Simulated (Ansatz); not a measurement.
Start from GaN in the zinc blende structure (space group F-43m, No. 216).

```cif
data_GaN
_chemical_formula_sum 'N1 Ga1'
_space_group_name_H-M_alt 'P 1'
_space_group_IT_number 1
_cell_length_a 3.18076
_cell_length_b 3.18076
_cell_length_c 3.18076
_cell_angle_alpha 60.000
_cell_angle_beta 60.000
_cell_angle_gamma 60.000
loop_
_space_group_symop_operation_xyz
  'x, y, z'
loop_
_atom_site_label
_atom_site_type_symbol
_atom_site_fract_x
_atom_site_fract_y
_atom_site_fract_z
_atom_site_occupancy
N1 N 0.75000 0.75000 0.75000 1
Ga1 Ga 0.00000 0.00000 0.00000 1
```

Level of theory: DFT with PBEsol, PAW potentials and a 420 eV plane-wave cutoff in Ansatz (a program for electronic structure), spin-orbit coupling left out, earlier PAW set.

For the base:

```
Property                        Value
---------  --------------------------
Band gap                      1.70 eV
Hole mass  0.16, 0.86, 0.86 mₑ (at Γ)
```

Modification: hydrostatic tension (pressure −1 GPa).

### Question
How does this affect the band gap and hole mass?

### Answer
The band gap shrinks by 0.03 eV (1.70 eV → 1.67 eV); the hole mass (degenerate bands, along [100]) goes from 0.16, 0.86, 0.86 mₑ (at Γ) to 0.16, 0.87, 0.87 mₑ (at Γ).

Load acts through the strain it causes; cell and atoms are relaxed under it. Masses are band curvatures over ±0.01 Å⁻¹ around the edge. Whether these cells are dynamically stable was not tested. This is not the structure that GaN has at room temperature and ambient pressure.
